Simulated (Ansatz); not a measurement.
Base system: BP in the zinc blende structure (space group F-43m, No. 216).

```
BP
1.0
    0.00000     2.24526     2.24526
    2.24526     0.00000     2.24526
    2.24526     2.24526     0.00000
B P
1 1
Cartesian
  0.00000   0.00000   0.00000
  1.12263   1.12263   1.12263
```

Cartesian axes are those of the cell as printed.

Computed with LDA in Ansatz (plane waves to 420 eV, PAW, no spin-orbit coupling).

Before the change:

* **Valence-band top at Γ**: 0.00, 0.00, 0.00 eV
* **Smallest direct gap**: 3.43 eV
* **Band gap**: 1.14 eV

One thing is altered: compressive biaxial strain of 0.83 % in the plane normal to [111], as in epitaxy on a mismatched substrate; the out-of-plane cell vector and the atoms relax.

Problem. How does this affect the out-of-plane strain, valence-band top at Γ, smallest direct gap, energy relative to the base and band gap?

Solution. The out-of-plane strain is +0.18 %; the valence-band top at Γ (three highest levels, from the VBM) becomes 0.00, 0.00, -0.10 eV (base: 0.00, 0.00, 0.00 eV); the smallest direct gap decreases by 0.13 eV, from 3.43 eV to 3.30 eV; the energy grows by 2.3 meV/atom; the band gap falls by 0.058 eV to 1.09 eV.

Whether these cells are dynamically stable was not tested.

Ansatz is an electronic-structure program.
